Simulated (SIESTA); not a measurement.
How a calculation on BaTe2F10 (C2/c, 26 atoms in the cell) responds to its settings

```yaml
crystal:
  lattice:
    - [8.60370, -2.41877, 0.00000]
    - [8.60370, 2.41877, 0.00000]
    - [-3.78638, 0.00000, 9.47061]
  atoms:
    - { symbol: Ba, position: [0.03838, 0.96162, 0.75000] }
    - { symbol: Ba, position: [0.96162, 0.03838, 0.25000] }
    - { symbol: Te, position: [0.71448, 0.60512, 0.56593] }
    - { symbol: Te, position: [0.28552, 0.39488, 0.43407] }
    - { symbol: Te, position: [0.39488, 0.28552, 0.93407] }
    - { symbol: Te, position: [0.60512, 0.71448, 0.06593] }
    - { symbol: F, position: [0.95658, 0.44682, 0.74364] }
    - { symbol: F, position: [0.04342, 0.55318, 0.25636] }
    - { symbol: F, position: [0.55318, 0.04342, 0.75636] }
    - { symbol: F, position: [0.44682, 0.95658, 0.24364] }
    - { symbol: F, position: [0.40013, 0.81673, 0.65572] }
    - { symbol: F, position: [0.59987, 0.18327, 0.34428] }
    - { symbol: F, position: [0.18327, 0.59987, 0.84428] }
    - { symbol: F, position: [0.81673, 0.40013, 0.15572] }
    - { symbol: F, position: [0.63322, 0.51350, 0.87525] }
    - { symbol: F, position: [0.36678, 0.48650, 0.12475] }
    - { symbol: F, position: [0.48650, 0.36678, 0.62475] }
    - { symbol: F, position: [0.51350, 0.63322, 0.37525] }
    - { symbol: F, position: [0.26602, 0.06976, 0.96306] }
    - { symbol: F, position: [0.73398, 0.93024, 0.03694] }
    - { symbol: F, position: [0.93024, 0.73398, 0.53694] }
    - { symbol: F, position: [0.06976, 0.26602, 0.46306] }
    - { symbol: F, position: [0.30410, 0.81822, 0.05376] }
    - { symbol: F, position: [0.69590, 0.18178, 0.94624] }
    - { symbol: F, position: [0.18178, 0.69590, 0.44624] }
    - { symbol: F, position: [0.81822, 0.30410, 0.55376] }
```

Base run A: SIESTA 5.4.2 with LDA PW92, numerical atomic orbitals DZP, PseudoDojo LDA standard norm-conserving potentials (rewritten from UPF to PSML), self-consistent single point.

Its settings: XC.functional = LDA; XC.authors = PW92; potentials = PseudoDojo LDA standard; PAO.BasisSize = DZP; PAO.EnergyShift = 0.005 Ry; MeshCutoff = 300 Ry; kgrid.MonkhorstPack = 4 4 2; OccupationFunction = FD; ElectronicTemperature = 50 meV; MaxSCFIterations = 150; SCF.Mixer.Method = Pulay; SCF.Mixer.Weight = 0.25; SCF.Mixer.History = 8; SCF.DM.Tolerance = 1.0E-05.

The starting cell comes from a database of computed structures (which also holds hypothetical and non-ambient phases and stackings), without a prior relaxation at this level. Spin-orbit coupling is off. Values carry the incompleteness of an atom-centred basis. The basis of the alkali or alkaline-earth atoms may lack their empty d shell, which can raise the gap. In the base run, forces exceed 1 eV/Å.

ΔF is the free energy per atom less that of run A. 

```json
[
 {"run": "A", "change": "base", "ΔF (meV/atom)": "0.00", "pressure (GPa)": "1.39", "largest force (eV/Å)": "2.204", "gap on the mesh (eV)": "4.933"},
 {"run": "B", "change": "lattice scaled by 0.97", "ΔF (meV/atom)": "57.2", "pressure (GPa)": "13.42", "largest force (eV/Å)": "5.336", "gap on the mesh (eV)": "5.282"},
 {"run": "C", "change": "lattice scaled by 0.97; MeshCutoff: 300 Ry → 180 Ry", "ΔF (meV/atom)": "57.3", "pressure (GPa)": "13.39", "largest force (eV/Å)": "5.334", "gap on the mesh (eV)": "5.281"},
 {"run": "D", "change": "lattice scaled by 0.985", "ΔF (meV/atom)": "16.7", "pressure (GPa)": "6.79", "largest force (eV/Å)": "3.669", "gap on the mesh (eV)": "5.107"},
 {"run": "E", "change": "lattice scaled by 0.985; MeshCutoff: 300 Ry → 180 Ry", "ΔF (meV/atom)": "16.7", "pressure (GPa)": "6.79", "largest force (eV/Å)": "3.671", "gap on the mesh (eV)": "5.106"},
 {"run": "F", "change": "lattice scaled by 1.015", "ΔF (meV/atom)": "3.9", "pressure (GPa)": "-2.99", "largest force (eV/Å)": "0.920", "gap on the mesh (eV)": "4.759"},
 {"run": "G", "change": "lattice scaled by 1.015; MeshCutoff: 300 Ry → 180 Ry", "ΔF (meV/atom)": "3.9", "pressure (GPa)": "-2.99", "largest force (eV/Å)": "0.922", "gap on the mesh (eV)": "4.759"},
 {"run": "H", "change": "lattice scaled by 1.03", "ΔF (meV/atom)": "25.4", "pressure (GPa)": "-6.53", "largest force (eV/Å)": "0.232", "gap on the mesh (eV)": "4.585"},
 {"run": "I", "change": "lattice scaled by 1.03; MeshCutoff: 300 Ry → 180 Ry", "ΔF (meV/atom)": "25.4", "pressure (GPa)": "-6.53", "largest force (eV/Å)": "0.229", "gap on the mesh (eV)": "4.585"},
 {"run": "J", "change": "MeshCutoff: 300 Ry → 180 Ry", "ΔF (meV/atom)": "0.01", "pressure (GPa)": "1.39", "largest force (eV/Å)": "2.199", "gap on the mesh (eV)": "4.933"}
]
```

Run D against A: The free energy rises by 16.7 meV/atom, the pressure goes from 1.39 to 6.79 GPa, the largest force goes from 2.204 to 3.669 eV/Å and the gap on the mesh goes from 4.933 to 5.107 eV.

Run I against A: The free energy rises by 25.4 meV/atom, the pressure goes from 1.39 to -6.53 GPa, the largest force goes from 2.204 to 0.229 eV/Å and the gap on the mesh goes from 4.933 to 4.585 eV.

Run G against A: The free energy rises by 3.9 meV/atom, the pressure goes from 1.39 to -2.99 GPa, the largest force goes from 2.204 to 0.922 eV/Å and the gap on the mesh goes from 4.933 to 4.759 eV.
